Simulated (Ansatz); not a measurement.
An Ansatz (a quantum-chemistry and plane-wave program) input (plane-wave PAW DFT at the r2SCAN+rVV10 level (Ansatz, 500 eV), no SOC):

Ansatz 0.2 input:
```yaml
crystal:
  lattice:
    - [4.3222184959, 0, 0]
    - [-2.161109248, 3.7431510182, 0]
    - [0, 0, 10.9117784745]
  atoms:
    - { symbol: La, position: [0.3333333333, 0.6666666667, 0.8521442704] }
    - { symbol: La, position: [0.6666666667, 0.3333333333, 0.1478557296] }
    - { symbol: P, position: [0, 0, 0] }
    - { symbol: I, position: [0.6666666667, 0.3333333333, 0.6569145621] }
    - { symbol: I, position: [0.3333333333, 0.6666666667, 0.3430854379] }
basis: { ecutwfc: 500, ecutrho_ratio: 4, xc_grid: 4, fft_grid_basis: typed }
kpoints: { mp_grid: { grid: [12, 12, 5] } }
hamiltonian:
  xc: r2scan
  dispersion: rvv10
  pseudopotentials: { kind: paw }
scf: { occupations: { method: fermi_dirac, width: 0.05 }, convergence: { dr2_threshold: 0.0000000005 } }
output: { forces: true, stress: true }
```

Q: Which symmetry and how many k-points will the program report, and about how many plane waves at Γ?

A: Space group P-3m1 (ITA 164) with 12 operations, k-points 81 of 720, and 4485 plane waves at Γ.

No phonon test of stability was made. All final runs are without spin polarisation. An odd electron count without spin: La2PI2. The cell is La2PI2 (space group P-3m1, No. 164; a cell from a computed database, its experimental status unchecked; layered, stacked along the Cartesian z axis).
